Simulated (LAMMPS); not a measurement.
Interface speed of CdTe (zinc blende) against its melt at 1220 K on three faces.

Method: classical MD, pair style sw, file CdTeZnSeHgS0.sw; code LAMMPS.

```
face           speed
----  --------------
001   19.9 ± 0.7 m/s
110       18 ± 1 m/s
111   15.2 ± 0.6 m/s
```

Caution: the real compound melts congruently only under the pressure of its own vapour and loses its more volatile element when open.

Uncertainties are statistical and leave out the potential's own error.
